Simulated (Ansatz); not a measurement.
CsCl-type ErPd (cell taken from a computed entry), treated with r²SCAN (Ansatz, a quantum-chemistry and plane-wave program, plane waves, PAW).

Numerical settings: plane-wave cutoff 500 eV, 16×16×16 k mesh, Fermi–Dirac smearing 0.1 eV, spin-polarised start, scalar-relativistic PAW data made under PBE.

Computed at the level's own relaxed cell.

Question: Predict the volume per atom and lattice constant a.

Answer: 
- volume per atom: 20.80 Å³/atom
- lattice constant a: 3.465 Å

Note: the magnetic order was assumed, not searched for or taken from measurement; the relaxation could not lower the start's symmetry, so the cell can be a saddle point above a distorted one; the 4f shell is treated without U or exact exchange, so its levels and filling can be wrong.

Spin–orbit coupling is not included.

Computing time: about 6 core-minutes (a rough figure).
